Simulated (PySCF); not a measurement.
PySCF 2.14.0, unrestricted TPSSH/def2-svp, df: Co(Cl)(SH) ([SH][Co][Cl]), charge 0, multiplicity 4, 4 atoms. The geometry is a generated start, not checked to be a minimum at this level.

```
Item                          Result
-------------------  ---------------
task                          energy
method                         tpssh
basis                       def2-svp
two-electron scheme  density fitting
mol.max_memory               3000 MB
mf.max_cycle                     100
mf.init_guess        minao (default)
mf.DIIS              CDIIS (default)
mf.conv_tol          1e-09 (default)
mf.grids.level           3 (default)
basis functions                   72
grid points                    68472
```

```xyz
4

Co    -0.0567     0.8466    -0.0436
Cl    -0.3367     1.7779    -1.7304
S      0.1903    -0.7922     1.3017
H      0.2031    -1.8323     0.4723
```

Charge 0 and multiplicity 4 are set for this test and not shown to be the ground state.

One run each on 2 threads, 1 BLAS thread. Values of diis_space tried: 3, 5, 8 (default), 12, 20.

Q: How does the count of Fock builds change with diis_space, and where is it least?

A: Fewest Fock builds: 12 with 75. The count rises to 89 at 8 (default). The run ends without SCF convergence in 100 cycles at 3, 5, 20.

| diis_space | Fock builds | end |
|---|---|---|
| 3 | 101 | no convergence |
| 5 | 101 | no convergence |
| 8 (default) | 89 | same solution |
| 12 | 75 | same solution |
| 20 | 101 | no convergence |
